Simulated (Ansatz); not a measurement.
For AuSb2 (Pa-3, No. 205, 12 atoms in the cell; start COD 9016730), LDA (Ansatz, a program for electronic structure, plane waves, PAW) gives:

| Property | Value |
|---|---|
| lattice parameter a | 6.625 Å |
| cohesive energy | 3.98 eV/atom |

### Question
What does r²SCAN+rVV10 (Ansatz, PAW) give for the same quantities?

### Answer

- lattice constant a: 6.701 Å (increases by 1.1 %)
- cohesive energy: 3.19 eV/atom (decreases by 0.79 eV/atom)

Changes are worked out from the printed values.

Unless a cell is named, each level is at its own relaxed cell (LDA 24.23, r²SCAN+rVV10 25.08 Å³/atom).

Levels without +SOC leave out spin–orbit coupling, which shifts energies and cells of such heavy elements.

Caveats: the relaxation could not lower the start's symmetry, so the cell can be a saddle point above a distorted one (LDA, r²SCAN+rVV10). Ansatz's density-functional and Hartree–Fock values are scalar-relativistic unless marked +SOC, with PAW data made under PBE.
